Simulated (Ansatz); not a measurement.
Start from SnPbO₃ in the cubic perovskite structure (space group Pm-3m, No. 221; a model cell, its experimental status unchecked).

```
SnPbO3
1.0
    4.21958     0.00000     0.00000
    0.00000     4.21958     0.00000
    0.00000     0.00000     4.21958
Sn Pb O
1 1 3
Direct
  0.00000   0.00000   0.00000
  0.50000   0.50000   0.50000
  0.00000   0.50000   0.50000
  0.50000   0.50000   0.00000
  0.50000   0.00000   0.50000
```

Cartesian axes are those of the cell as printed.

All numbers come from PBEsol/PAW in Ansatz (a quantum-chemistry and plane-wave program), no spin-orbit coupling.

Strains are applied to the cell and any free atomic positions relax; under biaxial strain the out-of-plane vector relaxes too; under stress the whole cell relaxes.

One change was made to it. Results:

The energy goes up by 0.5 meV/atom; the shortest interatomic distance is still 2.110 Å.

Problem. What was done to the base?
A. uniaxial stress, 2 GPa compression along z
B. biaxial strain −2.13 %, plane normal [001], relaxed out of plane
C. uniaxial strain ε_yy = +0.71 %
D. isotropic strain +3.18 %
E. isotropic strain −0.90 %

Solution. C, uniaxial strain ε_yy = +0.71 %. For comparison, the shortest interatomic distance in the other runs: isotropic strain −0.90 % gives 2.091 Å; uniaxial stress, 2 GPa compression along z gives 2.090 Å; isotropic strain +3.18 % gives 2.177 Å; biaxial strain −2.13 %, plane normal [001], relaxed out of plane gives 2.065 Å.

Without a gap, meshes like the base's 11×11×11 leave anisotropic stresses uncertain by several tenths of a GPa, and small strain energies with them. Stability under load was not tested beyond the relaxation. The final runs are not spin-polarised. Many cubic perovskites are stable only at high temperature; tilts and polar distortions were not tested.
